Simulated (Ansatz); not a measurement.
The cell is built on a prototype and need not be the phase stable at ambient conditions.

By PBEsol, the system below comes out a metal.

A figure of merit of an interconnect metal is its ballistic conductance per area.

Input:

```
ReW
1.0
    2.81630     0.00000     0.00000
    0.00000     3.86824     0.00000
    0.00000     0.00000     2.81630
W Re
1 1
Direct
  0.50000   0.50000   0.50000
  0.00000   0.00000   0.00000
```

Space group of this cell: P4/mmm. The cell was relaxed by PBE-D3(BJ); by PBEsol its mean pressure is -2.2 GPa.

The current flows along the normal of the first two printed cell vectors. No spin-orbit coupling; the value is a mean over 0.1 eV about the Fermi level.

Q: State the ballistic conductance per area according to PBEsol (Ansatz, a first-principles code).

A: 1.6 × 10¹⁵ S/m² for both spins.
